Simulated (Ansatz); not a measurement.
ZnWO4, treated with r²SCAN in Ansatz (plane waves, PAW).

Run with plane-wave cutoff 600 eV, 10×8×10 k mesh (along the axes of the cell as run), Fermi–Dirac smearing 0.03 eV, no spin polarisation, scalar-relativistic PAW data made under PBE.

Starting structure:

```xyz
12
Lattice="4.6986 0.0000 0.0000 0.0000 5.7293 0.0000 -0.0530 0.0000 4.9364" Properties=species:S:1:pos:R:3 pbc="T T T"
W     -0.0132     1.0461     1.2341
W     -0.0397     4.6832     3.7023
Zn     2.3361     3.9188     1.2341
Zn     2.3096     1.8105     3.7023
O      0.9695     0.6021     4.6220
O      3.6496     0.6021     2.7827
O      3.6761     5.1272     0.3144
O      0.9960     5.1272     2.1538
O      1.1840     2.1640     1.9726
O      3.4881     2.1640     0.4956
O      3.4616     3.5653     2.9638
O      1.1575     3.5653     4.4408
```

**Question.** Into what structure does the relaxation of cell and atoms lead at this level, with the symmetry of the start kept?

**Answer.** The volume shrinks by 1.1 %; final space group P2/c.
```xyz
12
Lattice="4.6742 0.0000 0.0020 0.0000 5.7248 0.0000 -0.0506 0.0000 4.9119" Properties=species:S:1:pos:R:3 pbc="T T T"
W     -0.0126     1.0477     1.2280
W     -0.0379     4.6771     3.6839
Zn     2.3245     3.8906     1.2290
Zn     2.2992     1.8343     3.6850
O      0.9659     0.6067     4.6004
O      3.6324     0.6067     2.7695
O      3.6577     5.1182     0.3136
O      0.9912     5.1182     2.1444
O      1.1772     2.1525     1.9806
O      3.4717     2.1525     0.4774
O      3.4464     3.5723     2.9334
O      1.1519     3.5723     4.4365
```

Ansatz is a quantum-chemistry and plane-wave program.
